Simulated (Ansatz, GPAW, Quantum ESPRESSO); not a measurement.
## FeGe (P2_13, 8 atoms in the cell) computed with different codes at matched settings

Relaxation of cell and atoms.

```
CELL_PARAMETERS angstrom
      4.71581     0.00000     0.00000
      0.00000     4.71581     0.00000
      0.00000     0.00000     4.71581
ATOMIC_POSITIONS crystal
  Fe 0.13476 0.13476 0.13476
  Fe 0.36524 0.86524 0.63476
  Fe 0.63476 0.36524 0.86524
  Fe 0.86524 0.63476 0.36524
  Ge 0.84497 0.84497 0.84497
  Ge 0.65503 0.15503 0.34497
  Ge 0.34497 0.65503 0.15503
  Ge 0.15503 0.34497 0.65503
```
Moments meant for the start (each program seeds them in its own way; μB, in the order of the atoms Fe Fe Fe Fe Ge Ge Ge Ge): 4.0 4.0 4.0 4.0 0.0 0.0 0.0 0.0.

Shared settings, as Ansatz (a program for electronic structure) writes them: kpoints.mp_grid.grid = 3 3 3; scf.occupations.method = gaussian; scf.occupations.width = 0.272 eV. Potentials and cutoffs stand in the table.

```
code                                                        model  final volume (Å³/atom)  size of the net moment (μB/atom)   cutoff
----------------  -----------------------------------------------  ----------------------  --------------------------------  -------
Quantum ESPRESSO  PBE, PSlibrary ultrasoft (PBE) pseudopotentials                   12.80                              0.54    55 Ry
GPAW                 PBE, GPAW PAW datasets PBE (gpaw-data 1.0.1)                   12.75                              0.53   800 eV
Ansatz                                             PBE, PAW files                   12.70                              0.53  default
```

On Ansatz's run: the magnetic order is the one reached from the typed start; others were not searched systematically.

The spread over the programs that give each value: final volume within 0.10 Å³/atom; size of the net moment within 0.01 μB/atom.

The programs treat the finite-basis stress differently while the cell relaxes: Ansatz adds an estimate of it.

The shared mesh is coarse (it stands for a supercell whose shortest vector is 14 Å), so the values are not converged in it.

The starting cell comes from a database of computed structures (which also holds hypothetical and non-ambient phases and stackings), without a prior relaxation at this level.

Keys are those of Ansatz 0.2.
